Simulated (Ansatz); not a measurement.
CdF2: stress against strain

CdF2 (fluorite, Fm-3m, 13.005 Å³/atom at rest) under an equal strain ε in the (001) plane with the normal axis free, as in a coherent film. PBEsol in Ansatz, a plane-wave DFT program (PAW, default set), 420 eV, 11×11×11 Γ-centred mesh, Fermi-Dirac smearing 0.05 eV; ions are relaxed within the symmetry of each cell. Stress is positive for a compressed cell.

Here s stands for strain and y for stress xx.

| strain (%) | stress xx (GPa) |
|---|---|
| -3.00 | ? |
| -1.50 | 3.05 |
| -1.00 | 2.02 |
| -0.50 | 1.00 |
| 0.00 | 0.00 |
| 0.50 | -0.98 |
| 1.00 | -1.95 |
| 1.50 | -2.89 |

Question: Using a straight line, estimate the missing y at s = -3.00 from the other rows, showing the fit.

Answer: Means: s 0, y 0.036. About the means, the sum of products is -13.870 and the sum of squares of s is 7.0000; the slope is their ratio. Least squares gives y = 0.036 - 1.9814·s. Residuals (row less fit): 0.042, 0.003, -0.027, -0.036, -0.025, -0.005, 0.046; standard error 0.036 (degrees of freedom: 5). The slope gives the biaxial elastic modulus of this plane = 198 ± 1.4 GPa. At the withheld row, y = 0.036 - 1.9814 × (-3.0) = 5.980 GPa. The calculation gives 6.27 GPa, 0.290 GPa above the prediction (3.2 % of the range of y in the table). The row lies outside the fitted rows, so this is an extrapolation. From the scatter of the fitted rows alone, a prediction at this place has a standard error of 0.056 GPa, so the miss is 5.2 times that.

One order more, fitted to all 13 runs of the series, follows each within 0.01, so the miss is the next term of a smooth law. Rows are the converged runs of the series near zero and its far end; series whose fitted rows scatter by over a few per cent of the range, as at a crossing or softening among them, aren't shown in this form. Most that stay on the fit to the last digits aren't either.
